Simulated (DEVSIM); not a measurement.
## abrupt Si p-n junction

Structure: abrupt Si p-n junction, at 300 K.

```tsv
layer (left to right)	material	thickness (μm)	Nd (cm⁻³)	Na (cm⁻³)	τn (s)	τp (s)
1	Si	0.120	-	9.5e17	8.5e-6	8.5e-6
2	Si	1.60	6.2e16	-	8.5e-6	8.5e-6
```

Left contact: ohmic. Right contact: ohmic. Voltage is applied to the left contact. Recombination: SRH at mid-gap, Auger. Mobility is μmin + (μ − μmin)/(1 + (N/Nref)^α).

The device is made up for the run: typed textbook-type constants, with dimensions and the other settings drawn at random. Values at 300 K.

| parameter | Si |
|---|---|
| gap (eV) | 1.124 |
| affinity (eV) | 4.05 |
| permittivity | 11.7 |
| Nc (cm⁻³) | 2.86e19 |
| Nv (cm⁻³) | 3.1e19 |
| μn (cm²/Vs) | 1417 |
| μp (cm²/Vs) | 470 |
| μn,min | 52 |
| μp,min | 45 |
| Nref,n | 9.7e16 |
| Nref,p | 2.2e17 |
| αn | 0.68 |
| αp | 0.72 |
| Cn (cm⁶/s) | 2.8e-31 |
| Cp (cm⁶/s) | 9.9e-32 |

DEVSIM, 1D drift-diffusion, Boltzmann statistics, complete ionisation; no tunnelling, impact ionisation, image-force lowering or self-heating.

```yaml
potential_step_across_the_device_at_zero_bias: 0.875 V
largest_field_in_the_device_at_zero_bias: 120000 V/cm
Dark forward voltage at 1 A/cm²: 0.626 V
Dark forward voltage at 100 A/cm²: 0.747 V
```

Small-signal capacitance in reverse bias (quasi-static):

```json
[
 {"V (V)": "-0.04", "C (nF/cm²)": "74.9"},
 {"V (V)": "-0.1", "C (nF/cm²)": "72.4"},
 {"V (V)": "-0.2", "C (nF/cm²)": "68.7"},
 {"V (V)": "-0.3", "C (nF/cm²)": "65.6"},
 {"V (V)": "-0.4", "C (nF/cm²)": "62.8"},
 {"V (V)": "-0.6", "C (nF/cm²)": "58.3"},
 {"V (V)": "-0.8", "C (nF/cm²)": "54.5"},
 {"V (V)": "-1", "C (nF/cm²)": "51.5"},
 {"V (V)": "-1.3", "C (nF/cm²)": "47.7"},
 {"V (V)": "-1.6", "C (nF/cm²)": "44.6"},
 {"V (V)": "-2", "C (nF/cm²)": "41.4"}
]
```

Dark forward current:

| V (V) | J (A/cm²) |
|---|---|
| 0.05 | 3.7e-10 |
| 0.10 | 2.1e-9 |
| 0.15 | 1.2e-8 |
| 0.20 | 7.7e-8 |
| 0.25 | 5.1e-7 |
| 0.30 | 3.4e-6 |
| 0.35 | 2.4e-5 |
| 0.40 | 0.00016 |
| 0.45 | 0.0011 |
| 0.50 | 0.0077 |
| 0.55 | 0.053 |
| 0.60 | 0.37 |
| 0.65 | 2.5 |
| 0.70 | 17 |
| 0.75 | 110 |
| 0.80 | 630 |
| 0.85 | 2500 |
